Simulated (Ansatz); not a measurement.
Adsorption energy and surface dipole of F on the 1x1 (0001) surface of hcp Ru, one in a 2x2 cell, started at the site 'hollow Ru-Ru-Ru over Ru at depth 2.1 Å', worked from the runs' numbers; total energies count from the potentials' own zero.

Computed with PBE (plane waves to 420 eV, PAW; Ansatz, a first-principles code).

Set-up: 17 atoms, 6.3 Å thick at the start under the adsorbate (thin: gaps and levels are the slab's own); mesh 6x6x1; 0.1 eV smearing; dipole correction on; 8 atoms held, the rest relaxed; symmetry of the start imposed; no spin, no spin-orbit, no U, no dispersion correction. At the end it is bonded to 3 Ru. In PBE this state lies 0.09 eV over the lowest of the starts that converged ('bridge Ru-Ru (span 2.7 Å)').

```tsv
quantity	value
slab with the adsorbate	-94858.940 eV
clean slab, same cell and mesh	-94050.528 eV
reference, ½ F2(g)	-805.593 eV
area of the cell	25.66 Å²
change of the step from the bottom to the top vacuum level	0.588 eV
```

What is the adsorption energy against this reference?

E(slab + adsorbate) − E(slab) − E(reference) = -2.82 eV, so in this state the adsorbate is more stable than in the reference, at a coverage of 3.90 a nm².

What dipole does adsorption add to the slab along the outward normal (Helmholtz relation, ε₀ = 0.005526 e/(V·Å))?

p = −ε₀·A·ΔV = -0.083 e·Å = -0.40 D; its negative end points to the vacuum, which raises the vacuum level.
